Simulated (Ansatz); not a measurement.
The starting structures come from a database of crystals and need not be the phases stable at ambient conditions.

Tunnelling through a barrier is set by its complex band structure: the current falls as exp(−2κd) with the smallest κ.

Given:

```
CELL_PARAMETERS angstrom
      3.79571     0.00000     0.00000
      1.89785     6.39126     0.00000
      1.89786     0.56356     3.23851
ATOMIC_POSITIONS crystal
  Y  0.74157 0.77529 0.74157
  Y  0.25843 0.22471 0.25843
  O  0.62117 0.13650 0.62117
  O  0.37883 0.86350 0.37883
  F  0.13052 0.60843 0.13052
  F  0.86948 0.39157 0.86948
```

Space group of this cell: R-3m. The cell is taken as given; by PBEsol its mean pressure is -2.4 GPa.

Transport runs along the normal of the first two printed cell vectors, the (101) plane of the conventional cell.

The gap is the functional's own. No spin-orbit coupling. Mid-gap values are interpolated on the energy grid.

Question: Predict the band gap and the smallest decay constant κ at mid-gap from Ansatz (a quantum-chemistry and plane-wave program) with PBEsol.

Answer: Gap 4.99 eV on a 10×10×10 mesh; κ = 0.429 1/Å, at the zone centre.
